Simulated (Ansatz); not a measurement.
An Ansatz (an electronic-structure program) run: SnS2 with a change (biaxial strain +1.78 %, plane normal [001], relaxed out of plane); PBE-D3(BJ)/PAW in Ansatz, scalar-relativistic without spin-orbit coupling, earlier PAW set.

Input:

Ansatz 0.2 input:
```yaml
crystal:
  lattice:
    - [3.7347668728, 0, 0]
    - [1.8673834364, 3.2344029891, 0]
    - [0, 0, 5.7559442877]
  atoms:
    - { symbol: Sn, position: [0, 0, 0] }
    - { symbol: S, position: [0.3333333333, 0.3333333333, 0.2545480905] }
    - { symbol: S, position: [0.6666666667, 0.6666666667, 0.7454519095] }
basis: { ecutwfc: 420, ecutrho_ratio: 4, xc_grid: 2, fft_grid_basis: typed }
kpoints: { mp_grid: { grid: [10, 10, 6] } }
hamiltonian:
  xc: pbe
  dispersion: d3bj
  pseudopotentials: { azcp: { folder: ./paw }, kind: paw }
scf: { occupations: { method: fermi_dirac, width: 0.05 } }
relax: { f_tol: 0.005, max_steps: 50, cell: { stress_tol: 0.01, fix: [a, b, gamma] } }
output: { forces: true, stress: true }
checkpoint: { write: state.ck, write_every: 1000 }
```

Output (explanatory and most iteration lines left out):

```
Relaxation: its limit of steps is 50 (relax.max_steps)
Pseudopotential: Sn, paw, valence charge 14
Pseudopotential: S, paw, valence charge 6
Crystal: 3 atoms, lattice volume = 69.530 Å³
Basis set: ecut = 420 eV, 1375 PW (Γ), exchange–correlation on 50×50×80 points (8 copies of the dense FFT grid, shifted against one another)
Bands: 17, of which v1, the nominal top of the filled ones, is band 13 counted from 1 (12 counted from 0)
Symmetry: 12 space group operations
Space group: P-3m1 (ITA 164), of the structure as read, at distance tolerance 4.1e-5 Å
k-points: 72 of 600
Functional: x = pbe(κ = 0.804, μ = 0.2195149727645171), c = pbe(β = 0.06672455060314922)
SCF iter   1: F=—  HF=-7830.632606 eV  |F-HF|=—  |Δ(HF+E_count)|=         —  Δρ=3.11e-2  dr2=7.37e-1  ethr=3.10e-3  ⟨swp⟩=6.9  Hψ=7612  notcnv=0
SCF iter   2: F=—  HF=-7830.483256 eV  |F-HF|=—  |Δ(HF+E_count)|=   1.49e-1  Δρ=1.69e-2  dr2=1.92e-1  ethr=2.83e-3  ⟨swp⟩=2.0  Hψ=1995  notcnv=0
SCF 1 converged in 8 iterations: F = -7830.457732 eV  dr2 = 4.94e-9
relax step   1: F+E_penalty+E_count = -7830.45773186 eV  Δ(F+E_penalty+E_count) = +0.000e0 eV  max|allowed force component| = 8.843e-2 eV/Å  Δτ_max = 0.0000 Å  P = -2.080 GPa  Ω = 69.530 Å³  fix = [a, b, gamma]  reactions: a -2.739, b -2.739 GPa  (8 SCF iters, dr2 threshold 1.00e-7 eV, accepted)
[... steps on the carried basis left out ...]
relax step   5: F+E_penalty+E_count = -7830.45899151 eV  Δ(F+E_penalty+E_count) = -2.923e-5 eV  max|allowed force component| = 1.004e-3 eV/Å  Δτ_max = 0.0025 Å  P = -1.598 GPa  Ω = 68.918 Å³  energy of the carried Pulay correction = +4.777e-5 eV  fix = [a, b, gamma]  reactions: a -2.400, b -2.400 GPa  (5 SCF iters, dr2 threshold 2.00e-9 eV, accepted)
Crystal: 3 atoms, lattice volume = 68.918 Å³
SCF iter   1: F=—  HF=-7830.458927 eV  |F-HF|=—  |Δ(HF+E_count)|=         —  Δρ=6.83e-6  dr2=4.97e-9  ethr=1.75e-6  ⟨swp⟩=3.0  Hψ=10933  notcnv=0
SCF iter   2: F=—  HF=-7830.458946 eV  |F-HF|=—  |Δ(HF+E_count)|=   1.92e-5  Δρ=4.14e-6  dr2=3.11e-9  ethr=1.91e-11  ⟨swp⟩=4.2  Hψ=3643  notcnv=0
SCF 6 converged in 7 iterations: F = -7830.458946 eV  dr2 = 6.06e-14
SCF converged after 7 iterations
Free energy (F): -7830.458946 eV
Internal energy: -7830.458945 eV  (E = F + TS)
E sigma→0 (E₀):  -7830.458946 eV
Entropy (-TS):   -0.000001 eV (-0.000 meV/atom)
Fermi energy:    7.195531 eV
  E_disp       = -0.967000  (pairwise vdW)
--- Forces (eV/Å), atoms counted from 1 ---
  atom   1  Sn     0.00000000    -0.00000000     0.00000000
  atom   2  S      0.00000000    -0.00000000     0.00099593
  atom   3  S     -0.00000000     0.00000000    -0.00099593
--- Stress (GPa, compression-positive) ---
       -2.400257       0.000000       0.000000
        0.000000      -2.400257      -0.000000
        0.000000      -0.000000       0.005660
  P = ⅓ Tr σ = -1.5983 GPa (-15.983 kbar)
--- Relaxed structure (5 steps of the walk, 4 accepted, 1 SCFs on fresh bases) ---
  cell:  # Å, volume = 68.9183 Å³
    - [3.7347668728246153, -7.076552697181236e-95, -3.649828666943379e-18]
    - [1.8673834364123076, 3.2344029890786823, -1.8249143334716925e-18]
    - [-5.625039308193252e-18, -5.1558519886984174e-33, 5.705278437835354]
  atoms:
    - { symbol: Sn, position: [5.252841745682654e-35, -3.1013096268113548e-37, 4.636507688359277e-69] }
    - { symbol: S, position: [0.33333333333333326, 0.3333333333333333, 0.2550234600844962] }
    - { symbol: S, position: [0.6666666666666665, 0.6666666666666666, 0.7449765399155036] }
```

No phonon test of stability was made. The cell was made from SnS2 in the CdI2 type structure (space group P-3m1, No. 164; layered, stacked along the Cartesian z axis) by this change: biaxial strain +1.78 %, plane normal [001], relaxed out of plane.
